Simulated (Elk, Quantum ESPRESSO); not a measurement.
**Equation of state of fcc Cu (space group 225): energy against volume (Elk, PBE)**

```yaml
crystal:
  lattice:
    - [0.00000, 1.77290, 1.77290]
    - [1.77290, 0.00000, 1.77290]
    - [1.77290, 1.77290, 0.00000]
  atoms:
    - { symbol: Cu, position: [0.00000, 0.00000, 0.00000] }
```

Method of the run: PBE, all-electron FP-LAPW, Elk's shipped species files, APW+lo basis with extra local orbitals (Elk). Settings: xctype = 20; rgkmax = 8.55; swidth = 0.00183747 Ha; ngridk = 28 28 28; gmaxvr = 16 1/bohr; nxlo = 2; lorbcnd = true; rmtscf = 0.93; lmaxi = 3; maxscl = 100; sphere radii = {Cu: 2.232} bohr. The cell above is the first row's. The rows scale it uniformly. In all rows the k mesh is held. E is the free energy at the stated smearing, counted from the lowest row.

| V (Å^3/atom) | E (meV/atom) |
|---|---|
| 11.145 | ? |
| 11.387 | 15.52 |
| 11.630 | 5.51 |
| 11.872 | 0.44 |
| 12.114 | 0.00 |
| 12.357 | 3.37 |
| 12.599 | 10.16 |
| 12.841 | 20.10 |
| 13.083 | 32.80 |

**Question.** Fit E against V with the third-order Birch-Murnaghan form, a cubic in V^(-2/3), and predict the withheld value at V = 11.145.

**Answer.** With u = V^(-2/3) - 0.189, the rows have u = 0.008573, 0.005811, 0.003155, 0.000587, -0.001907, -0.004310, -0.006638, -0.008894. Least squares gives E = 0.402 - 951.09·u + 309647·u² + 812035·u³. Residuals (row less fit): 0.002, 0.019, -0.069, 0.049, 0.034, -0.028, -0.022, 0.016; standard error 0.051 (degrees of freedom: 4). Its minimum lies at u = 0.001527, so V0 = (0.190527)^(-3/2) = 12.02. There d²E/du² = 626700 and d³E/du³ = 4872000, so B0 = (4/9) × 12.02^(-7/3) × 626700 × 0.160218 = 135 GPa (the last factor turns the table's units into GPa), and B0' = 4 + (2/3) × 0.190527 × (4872000)/626700 = 5.0. At the withheld row, u = 0.011423, so E = 0.402 - 951.09 × 0.011423 + 309647 × 0.011423² + 812035 × 0.011423³ = 31.152 meV/atom. The calculation gives 31.28 meV/atom, 0.128 meV/atom above the prediction (0.4 % of the range of E in the table). The row lies outside the fitted rows, so this is an extrapolation. From the scatter of the fitted rows alone, a prediction at this place has a standard error of 0.150 meV/atom, so the miss is 0.9 times that.

Carrying the step between the two nearest rows on in a straight line would have given 25.49, off by 5.79; series whose last step already gives the withheld value aren't shown. The scan was laid around a cell of about the measured size, scaled by a guess for this functional. A plane-wave scan with the same functional (Quantum ESPRESSO, GBRV) gives V0 = 11.99 Å^3/atom and B0 = 141 GPa; a Birch-Murnaghan fit to all rows here lies 0.3 % from it in V0 and -4 % in B0; the two differ in basis, and may differ in potentials and mesh. Spin polarisation is off. Values depend on the basis (sphere radii, cutoffs, local orbitals), which need not be converged. Sphere radii are the same in all rows. Cutoffs and mesh are single choices, not tested for convergence of this quantity. Series with a scatter that would blur these digits, or in which a gap closes, are not shown. Nor are scans whose minimum lies at an end fitted in this form.
